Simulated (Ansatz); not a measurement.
## A computed series for AgCl: pressure series

Consider AgCl in the rock salt structure (space group Fm-3m, No. 225; a = 5.611 Å).

Cell and atoms are relaxed at each pressure.

Calculations: plane-wave PAW DFT at the PBE level (Ansatz, an electronic-structure program, 420 eV), no spin-orbit coupling.

Two rows of this table had their results exchanged by mistake.

| pressure | volume per atom (Å³) | shortest distance (Å) | band gap |
|---|---|---|---|
| pressure −2 GPa | 23.34 | 2.858 | 0.95 eV |
| pressure −1 GPa | 22.67 | 2.830 | 0.93 eV |
| pressure 0.9 GPa | 20.27 | 2.727 | 0.90 eV |
| pressure 2.1 GPa | 21.13 | 2.765 | 0.91 eV |
| pressure 4.5 GPa | 21.64 | 2.787 | 0.92 eV |
| pressure 9 GPa | 19.08 | 2.672 | 0.91 eV |
| pressure 15 GPa | 17.95 | 2.618 | 0.94 eV |
| pressure 22.5 GPa | 16.92 | 2.567 | 1.00 eV |
| pressure 30 GPa | 16.14 | 2.527 | 1.05 eV |

Task: Which two?

Result: The rows for pressure 0.9 GPa and pressure 4.5 GPa: the volume has to fall steadily with pressure, so 21.64 Å³ belongs to pressure 0.9 GPa and 20.27 Å³ to pressure 4.5 GPa.

Load acts through the strain it causes; cell and atoms are relaxed under it. Whether these cells are dynamically stable was not tested. No other phases were tried under pressure.
